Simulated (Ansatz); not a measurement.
**How the bulk modulus B0 of Bi2SO2 (model structure, started from the La2SO2 type, P-3m1, No. 164, 5 atoms in the cell) moves with the method**

No measured value is used here.

```
level (code)     value (GPa)  cell (Å³/atom)
---------------  -----------  --------------
LDA (Ansatz)             ___           17.75
PBEsol (Ansatz)          106           18.19
r²SCAN (Ansatz)          106           18.48
```

Q: Some entries are withheld; supply them.

A: 
- LDA (Ansatz, an electronic-structure program), value (GPa): 114

Density-functional levels without +SOC have no spin–orbit coupling. LDA, PBEsol, r²SCAN: the bulk modulus is −V dP/dV from two relaxed cells at ±2 % in volume. Each level is taken at its own relaxed cell. Cutoffs differ between the levels. Ansatz's density-functional and Hartree–Fock values are scalar-relativistic unless marked +SOC, with PAW data made under PBE.

A model structure was made by putting elements into a prototype or built by hand; it is no filed structure, need not be a known phase, and can be a saddle point held by its symmetry.
